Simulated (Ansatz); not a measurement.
**A constructed model of the (111)A surface of zinc-blende CdTe, Cd-terminated, 2x2 Te adatom at T1 (bottom of the slab: 2 H on 4 bottom sites)**

Computed with PBE (plane waves to 420 eV, PAW; Ansatz, a first-principles code).

Model: 35-atom slab, 17.1 Å thick at the start with caps and adatoms, 3x3x1 mesh, Fermi-Dirac 0.025 eV, dipole correction, 8 atoms held, the rest relaxed; symmetry of the start imposed; no spin (in PBE a spin-polarised start ends no clearly lower), no spin-orbit, no U. The slab shows no gap over 0.04 eV on its mesh. In PBE it lies 0.30 eV a 1x1 cell over the lowest computed structure of the same composition (2x2 Te adatom at H3).

The work function of the top face is 5.40 eV, the energy released by relaxation comes out as 1.61 eV and the cost is around 80 core-minutes (rough).
